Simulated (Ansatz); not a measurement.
The reference is W in the bcc (W type) structure (space group Im-3m, No. 229; a = 3.1688 Å; relaxed with 0.1 eV smearing). Axes: x, y, z lie along the cube axes.

Computed with r2SCAN in Ansatz (plane waves to 500 eV, PAW, no SOC).

For the base:

```
Property   Result
--------  -------
Pressure  0.0 GPa
```

Now apply this change: a pure shear with ε_xy = ε_yx = 0.0086; the atoms relax in the strained cell.

Problem. Predict the new energy relative to the base and pressure.

Solution. The energy rises by 2.2 meV/atom; the pressure (mean of the normal stresses, compression positive) is nearly the same (0.0 GPa against 0.1 GPa).

Stability against distortions was not tested. All final runs are without spin polarisation.

Ansatz is a first-principles code.
